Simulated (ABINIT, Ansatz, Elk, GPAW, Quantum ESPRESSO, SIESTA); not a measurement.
# Code comparison for SrMg6B (Amm2, 8 atoms in the cell)

Self-consistent single point, at a second geometry (lattice scaled by 0.98). First geometry:

```xyz
8
Lattice="4.6655 0.0000 0.0000 0.0000 2.9404 7.0153 0.0000 -2.9404 7.0153" Properties=species:S:1:pos:R:3 pbc="T T T"
Sr     2.3328     0.0000     2.8203
Mg     2.3328     1.4912     6.2461
Mg     2.3328    -1.4912     6.2461
Mg     0.0000     1.3673     8.1504
Mg     0.0000    -1.3673     8.1504
Mg     0.0000     0.0000     5.1597
Mg     0.0000     0.0000    11.1769
B      2.3328     0.0000     8.1725
```

Shared settings, as Ansatz (a program for electronic structure) writes them: kpoints.mp_grid.grid = 4 3 3; scf.occupations.method = fermi_dirac; scf.occupations.width = 0.01 Ry. Potentials and cutoffs stand in the table.

```csv
code,model,ΔF from the first geometry (meV/atom),pressure (GPa),largest force (eV/Å),cutoff
Elk,"PBEsol, all-electron FP-LAPW, Elk's shipped species files, APW+lo basis with extra local orbitals",1.3,–,–,rgkmax 7.5
GPAW,"PBEsol, GPAW PAW datasets PBEsol (made by gpaw-setup)",2.7,–,0.314,900 eV
Ansatz,"PBEsol, PAW files made with PBE",2.1,1.38,0.312,default
ABINIT,"PBEsol, norm-conserving pseudopotentials (PseudoDojo nc-sr-04 PBEsol standard)",2.4,1.41,0.320,1143 eV
SIESTA,"GGA PBEsol, numerical atomic orbitals DZP, PseudoDojo PBEsol standard norm-conserving potentials (rewritten from UPF to PSML)",22.5,4.52,0.540,grid 300 Ry
Quantum ESPRESSO,"PBEsol, GBRV 1.5 ultrasoft (PBESOL) pseudopotentials",2.2,1.40,0.313,40 Ry
```

Size of the force on each atom (eV/Å): Sizes of forces hide their directions.

```
code                Sr1    Mg2    Mg3    Mg4    Mg5    Mg6    Mg7     B8
----------------  -----  -----  -----  -----  -----  -----  -----  -----
GPAW              0.015  0.226  0.226  0.112  0.112  0.057  0.028  0.314
Ansatz            0.010  0.221  0.221  0.117  0.117  0.067  0.023  0.312
ABINIT            0.011  0.229  0.229  0.122  0.122  0.073  0.023  0.320
SIESTA            0.131  0.407  0.407  0.269  0.269  0.229  0.087  0.540
Quantum ESPRESSO  0.010  0.222  0.222  0.118  0.118  0.068  0.023  0.313
```

A dash marks a value that a program does not give, or that is left out as unsure.

The spread over the programs that give each value: ΔF from the first geometry within 21.2 meV/atom; pressure within 3.14 GPa; largest force within 0.228 eV/Å.

SIESTA uses small atom-centred bases, whose incompleteness enters pressures, forces and empty levels differently from a plane-wave cutoff. Elk treats all electrons, but the usual bases taken here (sphere radii, linearisation, local orbitals, empty states) were not tested for convergence, so the values are no reference for the others. Ansatz's pressure is given at a fixed set of plane waves, as the other plane-wave codes print theirs. The pressure of GPAW is left out: its cutoff lies under the one at which its stress was checked. In the pressure, SIESTA (by 3.12) lies more than 1 GPa from the median of the plane-wave programs. In the force vectors, SIESTA (by 0.296) lies more than 0.08 eV/Å from the median of the plane-wave programs.

The shared mesh is coarse (it stands for a supercell whose shortest vector is 17 Å), so the values are not converged in it.

The starting cell comes from a database of computed structures (which also holds hypothetical and non-ambient phases and stackings), without a prior relaxation at this level. For this run, on top of that: lattice scaled by 0.98.

Left out of this page: CP2K (unsound by tests on forces, stress, charge or solver warnings).

Keys are those of Ansatz 0.2.
